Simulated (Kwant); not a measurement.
System: wire with on-site disorder in a Si two-dimensional gas. Effective mass 0.19 mₑ, grid spacing 9.4 nm, hard walls, nominal width 150 nm (15 grid rows, so walls 150.4 nm apart), one parabolic valley, scattering region 1200 nm long along x; energies count from the band bottom; Fermi energy swept from 4.398e-05 to 0.00169 eV. On-site energies in the scattering region are random, uniform within ±W/2, W = 0.0086 eV, averaged over 12 samples.

The device is made up for the run: typed textbook-type constants, with dimensions and the other settings drawn at random.

Kwant, effective-mass tight-binding model on a square grid, one spin, coherent transport at 0 K. Conductance is in e²/h.

How many channels do the leads carry at E = 0.473, 0.974, 1.69 meV?

The hard-wall thresholds are n² ħ²π²/(2mW²) = n² × 0.0875 meV with W = 150.4 nm. √(0.473/0.0875) = 2.33, so 2. √(0.974/0.0875) = 3.34, so 3. √(1.69/0.0875) = 4.39, so 4.
